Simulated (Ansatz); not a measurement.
Abridged Ansatz (a quantum-chemistry and plane-wave program) output:

```
Pseudopotential: Ba, paw, valence charge 10
Pseudopotential: Ca, paw, valence charge 10
Crystal: 4 atoms, lattice volume = 213.736 Å³
Basis set: ecut = 420 eV, 4207 PW (Γ), exchange–correlation on 64×64×128 points (8 copies of the dense FFT grid, shifted against one another)
Bands: 24, of which v1, the nominal top of the filled ones, is band 20 counted from 1 (19 counted from 0)
Symmetry: 16 space group operations
k-points: 63 of 500
Functional: x = pbesol(κ = 0.804, μ = 0.12345679012345678), c = pbesol(β = 0.046)
SCF iter   1: F=—  HF=-19382.049103 eV  |F-HF|=—  |Δ(HF+E_count)|=         —  Δρ=7.95e-3  dr2=1.23e0  ethr=3.10e-3  ⟨swp⟩=7.3  Hψ=7481  notcnv=0
SCF iter   2: F=—  HF=-19381.969624 eV  |F-HF|=—  |Δ(HF+E_count)|=   7.95e-2  Δρ=4.39e-3  dr2=3.18e-1  ethr=3.08e-3  ⟨swp⟩=1.2  Hψ=2032  notcnv=0
SCF 1 converged in 9 iterations: F = -19381.946572 eV  dr2 = 3.09e-10
SCF converged after 9 iterations
Free energy (F): -19381.946572 eV
Internal energy: -19381.896391 eV  (E = F + TS)
E sigma→0 (E₀):  -19381.921482 eV
Entropy (-TS):   -0.050181 eV (-12.545 meV/atom)
Fermi energy:    6.191582 eV
--- Forces (eV/Å), atoms counted from 1 ---
  atom   1  Ba     0.00000000     0.00000000    -0.00019904
  atom   2  Ba     0.00000000    -0.00000000    -0.00000000
  atom   3  Ba    -0.00000000     0.00000000     0.00019904
  atom   4  Ca     0.00000000    -0.00000000    -0.00000000
--- Stress (GPa, compression-positive) ---
        0.000059      -0.000000       0.000000
       -0.000000       0.000059       0.000000
        0.000000       0.000000       0.002427
  P = ⅓ Tr σ = 0.0008 GPa (0.008 kbar)
```

**Question.** What was computed, and what are the main results?

**Answer.** Ba3Ca, 4 atoms in the cell, with DFT with PBEsol, PAW potentials and a 420 eV plane-wave cutoff in Ansatz, no SOC, earlier PAW set. The last SCF converged to F = -19381.946572 eV, or -4845.4866 eV per atom, at a pressure of 0.00 GPa. The total energy compares only with runs of the same code, potentials and settings.

These are small ordered cells, not random alloys; other orderings at the same x differ. Stability against distortions was not tested. The cell was made from Ca by this change: x(Ba) = 0.75, 4 atoms, P4/mmm. Under x(Ba) = 0.75, 4 atoms, P4/mmm the cell changed shape so far that it is another structure.
